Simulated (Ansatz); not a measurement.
Start from CdTe in the zinc blende structure (space group F-43m, No. 216; a = 6.558 Å). Axes: x, y, z lie along the cube axes.

Method: Ansatz (a first-principles code), r2SCAN, PAW, cutoff 500 eV, spin-orbit coupling left out.

Before the change:

| Quantity | Result |
|---|---|
| Valley order | Γ 1.17 eV; L along ⟨111⟩ 2.20 eV |

Now apply this change: biaxial strain +0.42 %, plane normal [111], relaxed out of plane (Cartesian); in-plane vectors clamped, the third vector and the atoms free.

### Question
What does the calculation give for the out-of-plane strain and valley order after the change?

### Answer
The out-of-plane strain comes out as -0.34 %; the valley order (the lowest conduction-band minima on the path, energy above the VBM, named in the base's zone) becomes Γ 1.12 eV; L along [111] 2.12 eV; L along [1-1-1] 2.19 eV (base: Γ 1.17 eV; L along ⟨111⟩ 2.20 eV).

Spin-orbit coupling, missing from the scalar runs, can matter with Te. The levels and masses belong to the bands next to the band gap. Whether these cells are dynamically stable was not tested.
